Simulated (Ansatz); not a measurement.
The reference is WGe in the rock salt structure (space group Fm-3m, No. 225; a = 5.1558 Å; a hypothetical phase, not in the database extracts checked).

(Cell as relaxed with PBE.)

Levels (all Ansatz, an electronic-structure program, PAW): PBE (420 eV, no spin-orbit coupling); r2SCAN (500 eV, scalar-relativistic without spin-orbit coupling).

Each level relaxes its own structure.

```tsv
quantity	PBE	r2SCAN
volume per atom	17.13 Å³	16.79 Å³
lattice parameter a	5.156 Å	5.122 Å
band gap	zero	zero
```

PBE's volume per atom lies 0.34 Å³ above r2SCAN's (2.0 %); PBE's lattice parameter a lies 0.034 Å above r2SCAN's (0.7 %); the two agree on the band gap. Neither level is exact; r2SCAN is the comparison here, not a measurement.

Stability against distortions was not tested. All final runs are without spin polarisation. WGe has a high density of states at the Fermi level and may be magnetic at this level.
